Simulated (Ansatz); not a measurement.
PBE against PBEsol: Be

Start from Be in the hcp (Mg type) structure (space group P6_3/mmc, No. 194; a = 2.2647 Å, c = 3.5612 Å).

(Cell as relaxed with PBE.)

Levels (all Ansatz, a first-principles code, PAW): PBE (420 eV, scalar-relativistic without spin-orbit coupling); PBEsol (420 eV, spin-orbit coupling left out).

Each level relaxes its own structure.

```json
[
 {"quantity": "volume per atom", "PBE": "7.91 Å³", "PBEsol": "[?]"},
 {"quantity": "lattice parameter a", "PBE": "2.265 Å", "PBEsol": "[?]"},
 {"quantity": "lattice parameter c", "PBE": "3.561 Å", "PBEsol": "[?]"},
 {"quantity": "band gap", "PBE": "zero", "PBEsol": "[?]"}
]
```

Problem. What does PBEsol give?

Solution. 
- volume per atom, PBEsol: 7.84 Å³
- lattice parameter a, PBEsol: 2.257 Å
- lattice parameter c, PBEsol: 3.553 Å
- band gap, PBEsol: zero

PBE's volume per atom lies 0.07 Å³ above PBEsol's (0.9 %); PBE's lattice parameter a lies 0.008 Å above PBEsol's (0.3 %); PBE's lattice parameter c lies 0.008 Å above PBEsol's (0.2 %); the two agree on the band gap. Neither level is exact; PBEsol is the comparison here, not a measurement.

No phonon test of stability was made.
